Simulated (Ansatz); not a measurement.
Here is the system:

End structure of CO on the 1x1 (111) surface of fcc Cu, one in a 2x2 cell, started at the site 'top Cu':

```xyz
18
Lattice="5.1336 0.0000 0.0000 -2.5668 4.4458 0.0000 0.0000 0.0000 25.5000" Properties=species:S:1:pos:R:3 pbc="T T T"
Cu     0.0000     1.4819     9.6433
Cu    -1.2834     3.7049     9.6433
Cu     2.5668     1.4819     9.6433
Cu     1.2834     3.7049     9.6433
Cu     1.2834     0.7410    11.7147
Cu     0.0000     2.9639    11.7147
Cu     3.8502     0.7410    11.7147
Cu     2.5668     2.9639    11.7147
Cu     0.0000     0.0181    13.7934
Cu    -1.2677     2.2138    13.7934
Cu     2.5668     0.0000    13.7728
Cu     1.2677     2.2138    13.7934
Cu     0.0000     1.4819    15.9774
Cu    -1.2809     3.7063    15.8141
Cu     2.5668     1.4790    15.8141
Cu     1.2809     3.7063    15.8141
C      0.0000     1.4819    17.8277
O      0.0000     1.4819    18.9768
```

Model: 18-atom slab, 6.2 Å thick at the start under the adsorbate (thin: gaps and levels are the slab's own), 6x6x1 mesh, Fermi-Dirac 0.1 eV, dipole correction, 8 atoms held, the rest relaxed; held to the start's symmetry, so lower structures may exist; no spin, no spin-orbit, no U, no dispersion correction. At the end it is bonded to Cu. In PBE this state lies 0.08 eV over the lowest of the starts that converged ('hollow Cu-Cu-Cu over Cu at depth 4.1 Å').

A negative adsorption energy means that the adsorbate is more stable on the surface than in its reference.

### Question
What is the computed change of the step from the bottom to the top vacuum level, against the clean slab (PBE run with Ansatz, a program for electronic structure)?

### Answer
-0.099 eV

### Question
Give the work function of the top face at the level PBE.

### Answer
4.70 eV

### Question
What is the computed adsorption energy against CO(g) (PBE)?

### Answer
-0.67 eV

### Question
Give the change of the work function at the level PBE.

### Answer
-0.071 eV
